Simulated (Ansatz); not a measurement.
An Ansatz (a program for electronic structure) run: TaCo3 with a change (pressure 3 GPa); PBEsol, PAW, 420 eV (Ansatz; no SOC).

Input:

Ansatz 0.2 input:
```yaml
crystal:
  lattice:
    - [3.5827637007, 0, 0]
    - [0, 3.5827637007, 0]
    - [0, 0, 3.5827637007]
  atoms:
    - { symbol: Ta, position: [0, 0, 0] }
    - { symbol: Co, position: [0, 0.5, 0.5] }
    - { symbol: Co, position: [0.5, 0, 0.5] }
    - { symbol: Co, position: [0.5, 0.5, 0] }
basis: { ecutwfc: 420, ecutrho_ratio: 4, xc_grid: 2, fft_grid_basis: typed }
kpoints: { mp_grid: { grid: [13, 13, 13] } }
hamiltonian:
  xc: pbesol
  dispersion: none
  pseudopotentials: { kind: paw }
scf: { occupations: { method: fermi_dirac, width: 0.05 } }
relax: { f_tol: 0.01, max_steps: 60, cell: { stress_tol: 0.02, p_target: 3.0 } }
output: { forces: true, stress: true }
checkpoint: { write: state.ck, write_every: 1000 }
```

Output (explanatory and most iteration lines left out):

```
Relaxation: its limit of steps is 60 (relax.max_steps)
Pseudopotential: Ta, paw, valence charge 13
Pseudopotential: Co, paw, valence charge 17
Crystal: 4 atoms, lattice volume = 45.989 Å³
Basis set: ecut = 420 eV, 895 PW (Γ), exchange–correlation on 48×48×48 points (8 copies of the dense FFT grid, shifted against one another)
Bands: 39, of which v1, the nominal top of the filled ones, is band 32 counted from 1 (31 counted from 0)
Symmetry: 48 space group operations
Space group: Pm-3m (ITA 221), of the structure as read, at distance tolerance 3.6e-5 Å
k-points: 84 of 2197
Functional: x = pbesol(κ = 0.804, μ = 0.12345679012345678), c = pbesol(β = 0.046)
SCF iter   1: F=—  HF=-25086.618163 eV  |F-HF|=—  |Δ(HF+E_count)|=         —  Δρ=2.39e-2  dr2=1.59e-1  ethr=1.77e-3  ⟨swp⟩=6.2  Hψ=11293  notcnv=0  defer=4
SCF iter   2: F=—  HF=-25086.602136 eV  |F-HF|=—  |Δ(HF+E_count)|=   1.60e-2  Δρ=6.68e-3  dr2=1.46e-2  ethr=2.48e-4  ⟨swp⟩=2.0  Hψ=4403  notcnv=0  defer=88
SCF 1 converged in 7 iterations: F = -25086.600424 eV  dr2 = 1.48e-8
relax step   1: F+E_penalty+E_count = -25086.60042416 eV  Δ(F+E_penalty+E_count) = +0.000e0 eV  max|allowed force component| = 1.090e-28 eV/Å  Δτ_max = 0.0000 Å  P = +1.494 GPa  Ω = 45.989 Å³  (7 SCF iters, dr2 threshold 1.00e-7 eV, accepted)
[... steps on the carried basis left out ...]
relax step   4: F+E_penalty+E_count = -25086.59705196 eV  Δ(F+E_penalty+E_count) = +2.169e-4 eV  max|allowed force component| = 9.335e-30 eV/Å  Δτ_max = 0.0000 Å  P = +2.991 GPa  Ω = 45.746 Å³  stress off target by 9.49e-3 GPa  SCF on the basis re-selected at this cell (its energy is not comparable with the rows above)  (6 SCF iters)
SCF converged after 6 iterations
Free energy (F): -25086.597052 eV
Internal energy: -25086.568992 eV  (E = F + TS)
E sigma→0 (E₀):  -25086.583022 eV
Entropy (-TS):   -0.028060 eV (-7.015 meV/atom)
Fermi energy:    20.744631 eV
--- Forces (eV/Å), atoms counted from 1 ---
  atom   1  Ta     0.00000000     0.00000000     0.00000000
  atom   2  Co    -0.00000000     0.00000000    -0.00000000
  atom   3  Co     0.00000000    -0.00000000    -0.00000000
  atom   4  Co    -0.00000000     0.00000000     0.00000000
--- Stress (GPa, compression-positive) ---
        2.990513       0.000000       0.000000
        0.000000       2.990513       0.000000
        0.000000       0.000000       2.990513
  P = ⅓ Tr σ = 2.9905 GPa (29.905 kbar)
--- Relaxed structure (3 steps of the walk, 3 accepted, 1 SCFs on fresh bases) ---
  cell:  # Å, volume = 45.7464 Å³
    - [3.5764518726895766, 1.4845709987984942e-34, 3.209883240645393e-35]
    - [1.4845709987984942e-34, 3.5764518726895766, -1.2839532962581572e-34]
    - [1.6049416203226965e-35, -1.2839532962581572e-34, 3.5764518726895766]
  atoms:
    - { symbol: Ta, position: [-6.649434393738394e-37, 3.0622395232410097e-38, -8.749255781630755e-38] }
    - { symbol: Co, position: [3.1497320812999635e-37, 0.5, 0.5] }
    - { symbol: Co, position: [0.5, 6.561941835261401e-38, 0.5] }
    - { symbol: Co, position: [0.5, 0.5, 1.2248958094059e-37] }
```

Load acts through the strain it causes; cell and atoms are relaxed under it. No phonon test of stability was made. All final runs are without spin polarisation. The cell was made from TaCo3 in the Cu3Au type structure (space group Pm-3m, No. 221; non-magnetic) by this change: pressure 3 GPa.
